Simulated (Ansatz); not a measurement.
## Co₂Si (space group Pnma, No. 62; ferromagnetic)

```cif
data_Co8Si4
_chemical_formula_sum 'Co8 Si4'
_space_group_name_H-M_alt 'Pnma'
_space_group_IT_number 62
_space_group_name_Hall '-P 2ac 2n'
_cell_length_a 4.85225
_cell_length_b 3.70412
_cell_length_c 6.96672
_cell_angle_alpha 90.000
_cell_angle_beta 90.000
_cell_angle_gamma 90.000
loop_
_atom_site_label
_atom_site_type_symbol
_atom_site_symmetry_multiplicity
_atom_site_Wyckoff_symbol
_atom_site_fract_x
_atom_site_fract_y
_atom_site_fract_z
_atom_site_occupancy
Co1 Co 4 c 0.03539 0.25000 0.72102 1
Co2 Co 4 c 0.17263 0.25000 0.06332 1
Si1 Si 4 c 0.20102 0.25000 0.39606 1
```

Method: r2SCAN (Ansatz, a quantum-chemistry and plane-wave program), scalar-relativistic without spin-orbit coupling. k-mesh 8×10×6 (Γ-centred); smearing 0.05 eV (Fermi–Dirac).

```json
{
  "volume_per_atom": "10.43 Å³",
  "density": "7.74 g/cm³",
  "band_gap": "zero",
  "magnetic_state": "ferromagnetic",
  "total_energy": "-3634.376 eV/atom (σ→0; compares only within this code and set-up)"
}
```

The magnetic state is the one reached from the starting moments; the real material's order can differ, and small cells can't hold many antiferromagnetic ones. Stability against distortions was not tested.
